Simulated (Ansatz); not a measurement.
The reference is InP in the zinc blende structure (space group F-43m, No. 216; a = 5.960 Å).

Method: plane-wave PAW DFT at the PBE level (Ansatz, a quantum-chemistry and plane-wave program, 420 eV), no spin-orbit coupling, earlier PAW set.

Carriers are added at fixed cell with a uniform background; the Fermi–Dirac width is that of 300 K.

One change was made to it. Results:

```json
[
 {"quantity": "gap between the host's bands", "base": "0.44 eV", "after": "0.37 eV"},
 {"quantity": "Fermi level relative to the doped band's edge (positive inside the band; to 0.05 eV)", "base": "–", "after": "+1.70 eV"},
 {"quantity": "gap character", "base": "direct at Γ", "after": "direct at Γ"}
]
```

Problem. What was done to the base?
A) holes 1.0×10^21 cm⁻³
B) electrons 1.0×10^21 cm⁻³
C) electrons 7.0×10^21 cm⁻³
D) holes 7.0×10^21 cm⁻³
E) holes 3.0×10^21 cm⁻³

Solution. C, electrons 7.0×10^21 cm⁻³. For comparison, the Fermi level from band edge in the other runs: holes 1.0×10^21 cm⁻³ gives +0.20 eV; electrons 1.0×10^21 cm⁻³ gives +1.15 eV; holes 7.0×10^21 cm⁻³ gives +0.70 eV; holes 3.0×10^21 cm⁻³ gives +0.45 eV.

Charged cell with a jellium background: band edges are those of the host's band count, energies are not comparable with the neutral cell, and many-body gap narrowing is missing. Stability against distortions was not tested.
